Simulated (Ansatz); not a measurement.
**Effect of uniaxial stress, 2 GPa compression along x on InSb**

The reference is InSb in the zinc blende structure (space group F-43m, No. 216; a = 6.520 Å). Axes: x, y, z lie along the cube axes.

One thing is altered: uniaxial stress, 2 GPa compression along x; all other stress components relax to zero.

Method: PBEsol in Ansatz (plane waves to 420 eV, PAW, without spin-orbit coupling), earlier PAW set. Settings: 12×12×12 k-points, 0.05 eV Fermi–Dirac smearing.

The volume per atom shrinks by 0.606 Å³, from 34.64 Å³ to 34.04 Å³ and the space group goes from F-43m (No. 216) to I-4m2 (No. 119). The shortest interatomic distance decreases by 0.012 Å to 2.811 Å and the energy goes up by 15 meV/atom. The band gap goes from zero to 0.08 eV (uncertain: the edges found look like a band crossing or inverted bands; the changed cell) and the strain response (xx, yy, zz) comes out as (−6.24, +2.37, +2.37) % (rough).

Final structure:

```yaml
crystal:
  lattice:
    - [0.00000, 3.33700, 3.33700]
    - [3.05655, 0.00000, 3.33700]
    - [3.05655, 3.33700, 0.00000]
  atoms:
    - { symbol: Sb, position: [0.75000, 0.75000, 0.75000] }
    - { symbol: In, position: [0.00000, 0.00000, 0.00000] }
```

Without a gap, meshes like the base's 12×12×12 leave anisotropic stresses uncertain by several tenths of a GPa, and small strain energies with them. With Sb present, leaving out spin-orbit coupling can change the band edges. Stability under load was not tested beyond the relaxation. The final runs are not spin-polarised. A zero or small gap of InSb can be the functional's error rather than a property of the material.

Ansatz is a program for electronic structure.
